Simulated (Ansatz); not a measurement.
The structure below was relaxed with PBEsol/PAW in Ansatz (a program for electronic structure), spin-orbit coupling left out.

Space group P4/nmm, origin choice 1 (No. 129); a = b = 3.8225 Å, c = 10.5755 Å, α = β = γ = 90.00°

```tsv
atom	site	symmetry	x	y	z
Li	2c	4mm	0.0000	0.5000	0.1162
Na	2c	4mm	0.5000	0.0000	0.3697
Cl	2c	4mm	0.0000	0.5000	0.3622
Cl	2c	4mm	0.5000	0.0000	0.1133
```

Write out a cell with all atoms.


```
NaLiCl2
1.0
    3.82253     0.00000     0.00000
    0.00000     3.82253     0.00000
    0.00000     0.00000    10.57546
Li Na Cl
2 2 4
Direct
  0.50000   0.00000   0.88381
  0.00000   0.50000   0.11619
  0.00000   0.50000   0.63029
  0.50000   0.00000   0.36971
  0.50000   0.00000   0.63778
  0.00000   0.50000   0.36222
  0.50000   0.00000   0.11332
  0.00000   0.50000   0.88668
```
This is the conventional cell.

Each cell is one ordered arrangement of few atoms, which overstates ordering effects compared with a random alloy. No phonon test of stability was made. The cell was made from NaCl by this change: x(Li) = 0.5, 8 atoms, P4/nmm.
